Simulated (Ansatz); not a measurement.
The starting structures come from a database of crystals and need not be the phases stable at ambient conditions.

 Where the default PAW files enter, the runs use the earlier of Ansatz's two default sets.

Consider the following.

```yaml
crystal:
  lattice:
    - [4.11412, 0.00000, 0.00000]
    - [0.00000, 5.08125, 0.00000]
    - [0.00000, 0.00000, 4.52716]
  atoms:
    - { symbol: Si, position: [0.50000, 0.65231, 0.75000] }
    - { symbol: Si, position: [0.50000, 0.34769, 0.25000] }
    - { symbol: Si, position: [0.00000, 0.84769, 0.25000] }
    - { symbol: Si, position: [0.00000, 0.15231, 0.75000] }
    - { symbol: O, position: [0.73090, 0.38242, 0.57997] }
    - { symbol: O, position: [0.26910, 0.61758, 0.42003] }
    - { symbol: O, position: [0.76910, 0.11758, 0.07997] }
    - { symbol: O, position: [0.23090, 0.88242, 0.92003] }
    - { symbol: O, position: [0.23090, 0.11758, 0.42003] }
    - { symbol: O, position: [0.76910, 0.88242, 0.57997] }
    - { symbol: O, position: [0.26910, 0.38242, 0.92003] }
    - { symbol: O, position: [0.73090, 0.61758, 0.07997] }
```

Space group of this cell: Pbcn. The cell is taken as given; by r2SCAN its mean pressure is -9.8 GPa.

All values below come from r2SCAN (plane waves, PAW; Ansatz, a quantum-chemistry and plane-wave program).

The current runs along the normal of the first two printed vectors; no spin-orbit coupling. Scaled by the factor s: both lengths across the current (ions clamped). Meshes 8×6×8 and 8×6 across the current in all rows.

```tsv
s	mean pressure (GPa)	band gap (eV)
0.98	3.2	6.87
1.00	-9.8	6.20
1.02	-20.4	?
```

Q: Take the slope of the band gap against ln s from the two given rows, extrapolate to s = 1.02, and say what the run there gives.

A: Slope = (6.87 − 6.20) / ln 0.98 = -33.2 eV. The line gives 6.20 + (-33.2) × ln 1.02 = 5.54 eV. The run gives 5.56 eV, 0.02 eV over the line, 3 % of the predicted step.
